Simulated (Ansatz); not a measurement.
Consider interstitial H in zinc-blende ZnS, charge state +1. Computed with PBE, PAW (plane waves to 420 eV; Ansatz, a program for electronic structure).

Cell of 64 host sites held at the relaxed PBE lattice; the Γ point alone; Fermi-Dirac width 0.01 eV, spin-restricted; finite-size errors left in. No zero-point or tunnelling terms. The charge state is imposed; whether it is stable for some Fermi level was not computed. Sites that were not tried may lie lower. The start lies 0.15 eV above the lowest site run (PBE).

Barriers: single points on a 2×2×2 k-point mesh shifted by half a step at the bands' geometries.

Relaxed starting cell (atoms counted from 1):

```yaml
crystal:
  lattice:
    - [10.88716, 0.00000, 0.00000]
    - [0.00000, 10.88716, 0.00000]
    - [0.00000, 0.00000, 10.88716]
  atoms:
    - { symbol: Zn, position: [0.99974, 0.99939, 0.99951] }
    - { symbol: Zn, position: [0.97085, 0.97052, 0.52930] }
    - { symbol: Zn, position: [0.99935, 0.50190, 0.99794] }
    - { symbol: Zn, position: [0.99975, 0.50029, 0.50041] }
    - { symbol: Zn, position: [0.50226, 0.99900, 0.99790] }
    - { symbol: Zn, position: [0.50063, 0.99941, 0.50042] }
    - { symbol: Zn, position: [0.50064, 0.50029, 0.99955] }
    - { symbol: Zn, position: [0.50235, 0.50201, 0.50089] }
    - { symbol: S, position: [0.14397, 0.14360, 0.35624] }
    - { symbol: S, position: [0.12499, 0.12465, 0.87619] }
    - { symbol: S, position: [0.12499, 0.62363, 0.37517] }
    - { symbol: S, position: [0.12599, 0.62505, 0.87479] }
    - { symbol: S, position: [0.62396, 0.12465, 0.37517] }
    - { symbol: S, position: [0.62541, 0.12566, 0.87478] }
    - { symbol: S, position: [0.62544, 0.62511, 0.37417] }
    - { symbol: S, position: [0.62535, 0.62501, 0.87482] }
    - { symbol: Zn, position: [0.98771, 0.25910, 0.24072] }
    - { symbol: Zn, position: [0.00159, 0.25054, 0.75311] }
    - { symbol: Zn, position: [0.00161, 0.74673, 0.24928] }
    - { symbol: Zn, position: [0.99994, 0.74744, 0.75237] }
    - { symbol: Zn, position: [0.50122, 0.25036, 0.24947] }
    - { symbol: Zn, position: [0.50109, 0.25096, 0.75098] }
    - { symbol: Zn, position: [0.50106, 0.74884, 0.24885] }
    - { symbol: Zn, position: [0.50062, 0.74970, 0.75015] }
    - { symbol: S, position: [0.12457, 0.37722, 0.12260] }
    - { symbol: S, position: [0.12403, 0.37621, 0.62713] }
    - { symbol: S, position: [0.12403, 0.87271, 0.12361] }
    - { symbol: S, position: [0.12756, 0.87328, 0.62654] }
    - { symbol: S, position: [0.62504, 0.37514, 0.12470] }
    - { symbol: S, position: [0.62537, 0.37521, 0.62528] }
    - { symbol: S, position: [0.62534, 0.87457, 0.12462] }
    - { symbol: S, position: [0.62558, 0.87489, 0.62496] }
    - { symbol: Zn, position: [0.25945, 0.98737, 0.24069] }
    - { symbol: Zn, position: [0.25088, 0.00125, 0.75311] }
    - { symbol: Zn, position: [0.25071, 0.50089, 0.24948] }
    - { symbol: Zn, position: [0.25130, 0.50075, 0.75098] }
    - { symbol: Zn, position: [0.74706, 0.00128, 0.24928] }
    - { symbol: Zn, position: [0.74779, 0.99961, 0.75237] }
    - { symbol: Zn, position: [0.74917, 0.50074, 0.24886] }
    - { symbol: Zn, position: [0.75005, 0.50028, 0.75016] }
    - { symbol: S, position: [0.37757, 0.12421, 0.12258] }
    - { symbol: S, position: [0.37655, 0.12370, 0.62713] }
    - { symbol: S, position: [0.37548, 0.62471, 0.12468] }
    - { symbol: S, position: [0.37554, 0.62502, 0.62528] }
    - { symbol: S, position: [0.87305, 0.12370, 0.12362] }
    - { symbol: S, position: [0.87363, 0.12722, 0.62654] }
    - { symbol: S, position: [0.87491, 0.62500, 0.12462] }
    - { symbol: S, position: [0.87522, 0.62524, 0.62496] }
    - { symbol: Zn, position: [0.25072, 0.25038, 0.99889] }
    - { symbol: Zn, position: [0.25955, 0.25923, 0.51248] }
    - { symbol: Zn, position: [0.25129, 0.74883, 0.99910] }
    - { symbol: Zn, position: [0.25088, 0.74672, 0.49855] }
    - { symbol: Zn, position: [0.74917, 0.25097, 0.99912] }
    - { symbol: Zn, position: [0.74706, 0.25055, 0.49854] }
    - { symbol: Zn, position: [0.75002, 0.74969, 0.99956] }
    - { symbol: Zn, position: [0.74782, 0.74749, 0.50025] }
    - { symbol: S, position: [0.37766, 0.37732, 0.37567] }
    - { symbol: S, position: [0.37550, 0.37516, 0.87509] }
    - { symbol: S, position: [0.37654, 0.87271, 0.37612] }
    - { symbol: S, position: [0.37554, 0.87455, 0.87485] }
    - { symbol: S, position: [0.87304, 0.37621, 0.37611] }
    - { symbol: S, position: [0.87491, 0.37521, 0.87486] }
    - { symbol: S, position: [0.87364, 0.87330, 0.37260] }
    - { symbol: S, position: [0.87521, 0.87487, 0.87458] }
    - { symbol: H, position: [0.21582, 0.21547, 0.28443] }
```
Cell charge +1.

End state 1 differs by these moves (Å; atoms that move under 0.08 Å are left out):

```json
[
 {"atom": "2", "element": "Zn", "Δx": "0.25", "Δy": "0.21", "Δz": "-0.21"},
 {"atom": "9", "element": "S", "Δx": "0.03", "Δy": "-0.43", "Δz": "0.44"},
 {"atom": "17", "element": "Zn", "Δx": "-0.29", "Δy": "0.32", "Δz": "-0.33"},
 {"atom": "65", "element": "H", "Δx": "-1.53", "Δy": "-0.42", "Δz": "0.45"}
]
```

Give the forward and backward barriers to end state 1 at the level PBE, PAW.

forward 0.034 eV, backward 0.18 eV; at the saddle point atom 65 has neighbours S at 1.37 Å. The saddle point's order was not checked, and it lies on a symmetry element of the cell, where a band can be held.

End state 2 differs by these moves (Å; atoms that move under 0.08 Å are left out):

```json
[
 {"atom": "2", "element": "Zn", "Δx": "0.31", "Δy": "0.30", "Δz": "-0.30"},
 {"atom": "3", "element": "Zn", "Δx": "-0.31", "Δy": "0.30", "Δz": "-0.30"},
 {"atom": "9", "element": "S", "Δx": "-0.21", "Δy": "-0.23", "Δz": "0.23"},
 {"atom": "17", "element": "Zn", "Δx": "0.00", "Δy": "-0.20", "Δz": "0.20"},
 {"atom": "25", "element": "S", "Δx": "0.21", "Δy": "-0.23", "Δz": "0.23"},
 {"atom": "33", "element": "Zn", "Δx": "-0.10", "Δy": "0.13", "Δz": "0.11"},
 {"atom": "35", "element": "Zn", "Δx": "0.10", "Δy": "0.13", "Δz": "0.10"},
 {"atom": "49", "element": "Zn", "Δx": "0.10", "Δy": "-0.11", "Δz": "-0.13"},
 {"atom": "50", "element": "Zn", "Δx": "-0.10", "Δy": "-0.11", "Δz": "-0.13"},
 {"atom": "65", "element": "H", "Δx": "0.00", "Δy": "0.75", "Δz": "-0.75"}
]
```

What is the computed forward and backward barriers to end state 2 (PBE, PAW)?

forward 0.46 eV, backward 0.46 eV; at the saddle point atom 65 has neighbours S at 1.69, S at 1.71; Zn at 2.01 Å. The saddle point's order was not checked, and it lies on a symmetry element of the cell, where a band can be held.
